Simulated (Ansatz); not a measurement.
Structures of equal composition on the (100) surface of germanium: 1 pair of surface atoms bonded, Si on all surface atoms, no caps; 1 pair of surface atoms bonded, Si on all atoms bonded under the surface atoms, no caps. The slabs share one bottom face, and each structure is named by its start. These are constructed structures in small cells; real faces may alloy, dewet or reconstruct in larger ones, and not all known structures of the face are among them. Slabs of about 17 Å with all that they carry, Fermi-Dirac smearing of 0.025 eV. Bottom of the slabs: built like the top, H on every dangling bond, free. Relaxed from the named starts with such symmetry as they have, on meshes of like density; energies extrapolated to zero smearing; no spin-orbit coupling, no U. Spin-polarised runs, if any, are marked in brackets, and their order is one that fits the cell; the others ran without spin. Where a second, spin-polarised start was run, the lower counts.

Level of theory: PBE (plane waves to 420 eV, PAW; Ansatz, a program for electronic structure).

Q: Put the candidates in order of energy per 1x1 cell, lowest first, for PBE.

A: 1 pair of surface atoms bonded, Si on all atoms bonded under the surface atoms, no caps (0.000 eV), 1 pair of surface atoms bonded, Si on all surface atoms, no caps (0.165 eV)
